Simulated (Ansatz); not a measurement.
Consider the following.

End structure of a constructed model of the (111) surface of fcc Pt, a pseudomorphic layer of Re in the host's stacking (bottom of the slab: a bare face, its two planes held):

```yaml
crystal:
  lattice:
    - [2.80721, 0.00000, 0.00000]
    - [-1.40361, 2.43112, 0.00000]
    - [0.00000, 0.00000, 30.00000]
  atoms:
    - { symbol: Pt, position: [0.33333, 0.66667, 0.26712] }
    - { symbol: Pt, position: [0.66667, 0.33333, 0.34352] }
    - { symbol: Pt, position: [0.00000, 0.00000, 0.41971] }
    - { symbol: Pt, position: [0.33333, 0.66667, 0.49630] }
    - { symbol: Pt, position: [0.66667, 0.33333, 0.57359] }
    - { symbol: Pt, position: [0.00000, 0.00000, 0.65187] }
    - { symbol: Re, position: [0.33333, 0.66667, 0.72261] }
```

Set-up: 7 atoms, 14.0 Å thick at the start; mesh 15x15x1; 0.1 eV smearing; dipole correction on; 2 atoms held, the rest relaxed; symmetry of the start imposed; no spin, no spin-orbit, no U. In PBE it is, or lies within 0.01 eV a 1x1 cell of, the lowest of the 2 structures of its composition computed so far; larger cells were not tried.

Task: Predict the work function of the top face from PBE in Ansatz (a program for electronic structure).

Result: 5.47 eV
